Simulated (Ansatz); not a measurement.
# Defect calculation: Ru on the Nb site (Ru_Nb) in metastable rock-salt NbN

Method: PBE, PAW (plane waves to 420 eV; Ansatz, a first-principles code). A 2×2×2 supercell of 64 sites was used; the energies come from a 4×4×4 shifted sampling of its zone. The relaxation kept the symmetry of the starting site. Site at the start: the Nb site. These values are not converged in cell size to better than tenths of an eV.  Spin–orbit coupling is left out. Each state is the lowest found from its start.

Formation energies E_f are those of the neutral cell. Chemical conditions: Nb-rich (Δμ(Nb) = 0.00 eV, Δμ(Ru) = -0.18 eV, bounded by NbRu3 (Pm-3m); only phases computed here count, gases as isolated molecules at 0 K). Reference phases: Nb: bcc Nb, Ru: hcp Ru.

```
charge  moment (μB)  point group  largest move off a lattice site (Å)  E_f, Nb-rich (eV)  above the lowest spin state (eV)
------  -----------  -----------  -----------------------------------  -----------------  --------------------------------
0          quenched           Oh                                 0.04               3.90                              0.00
0          quenched           Oh                                 0.04               3.90                              0.00
```

Point groups are those of the whole cell at tolerances of 0.03 and 0.1 Å ("near" where only the looser one holds); none is given for unsettled states.

Starting moments that weren't kept: charge 0 began with 1 μB and ended with 0.0; charge 0 began with 5 μB and ended with 0.0.

All states together cost about 50 core-minutes (a rough figure).
